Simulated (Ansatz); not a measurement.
Defect: interstitial Na in monoclinic ZrO2, charge state +1. Computed with PBE, PAW (plane waves to 420 eV; Ansatz, an electronic-structure program).

Settings: 324 host sites, the relaxed PBE lattice, the Γ point alone, smearing 0.01 eV, spin-restricted, no image-charge correction. Energies are static. The charge state is imposed; whether it is stable for some Fermi level was not computed. Sites that were not tried may lie lower.

Barriers: single points on a 2×2×2 k-point mesh shifted by half a step at the bands' geometries.

The step: one Na atom jumps by itself. Atoms about the jump, Cartesian Å from the middle of the jump, before and after:

| atom | x0 | y0 | z0 | x1 | y1 | z1 |
|---|---|---|---|---|---|---|
| Na1 | -0.23 | 1.09 | 1.33 | 0.23 | -1.09 | -1.33 |
| O2 | -1.53 | -0.02 | -0.77 | -1.60 | -0.04 | -0.79 |
| O3 | 0.93 | -0.51 | 0.77 | 0.78 | -0.42 | 0.82 |
| O4 | 1.31 | 0.42 | -1.82 | 1.38 | 0.51 | -1.89 |
| O5 | 0.41 | 2.29 | -0.24 | 0.32 | 2.22 | -0.21 |
| Zr6 | -0.42 | 1.56 | -2.10 | -0.44 | 1.64 | -2.13 |
| Zr7 | -0.89 | -1.64 | 0.52 | -1.06 | -1.58 | 0.77 |
| Zr8 | 2.20 | 1.08 | 0.02 | 2.05 | 1.10 | 0.11 |
| O9 | -2.01 | 2.67 | -1.08 | -2.04 | 2.67 | -1.12 |
| O10 | -1.11 | 0.03 | -3.48 | -1.08 | 0.02 | -3.42 |
| O11 | -2.05 | 0.04 | 1.86 | -2.05 | 0.00 | 1.86 |
| Zr12 | -3.19 | 1.08 | 0.15 | -3.18 | 1.08 | 0.14 |
| O13 | 0.31 | -3.09 | -0.19 | 0.28 | -3.02 | -0.17 |
| O14 | 0.77 | -2.22 | -2.83 | 0.86 | -2.29 | -2.90 |
| Zr15 | -2.70 | -1.08 | -2.51 | -2.74 | -1.08 | -2.50 |

**Question.** Predict the transition state.

**Answer.** 
| atom | x | y | z |
|---|---|---|---|
| Na1 | -0.20 | 0.27 | -0.53 |
| O2 | -2.01 | -0.42 | -0.66 |
| O3 | 0.91 | -0.47 | 0.91 |
| O4 | 1.37 | 0.53 | -1.89 |
| O5 | 0.42 | 2.27 | -0.29 |
| Zr6 | -0.33 | 1.81 | -2.38 |
| Zr7 | -1.04 | -1.81 | 0.71 |
| Zr8 | 2.22 | 1.14 | 0.14 |
| O9 | -1.93 | 2.56 | -1.23 |
| O10 | -1.13 | 0.11 | -3.40 |
| O11 | -2.03 | -0.04 | 1.87 |
| Zr12 | -3.28 | 1.03 | 0.14 |
| O13 | 0.30 | -3.07 | -0.15 |
| O14 | 0.74 | -2.16 | -2.78 |
| Zr15 | -2.76 | -1.13 | -2.50 |
It lies 2.53 eV above the start and 2.53 eV above the end. The saddle point's order was not checked.
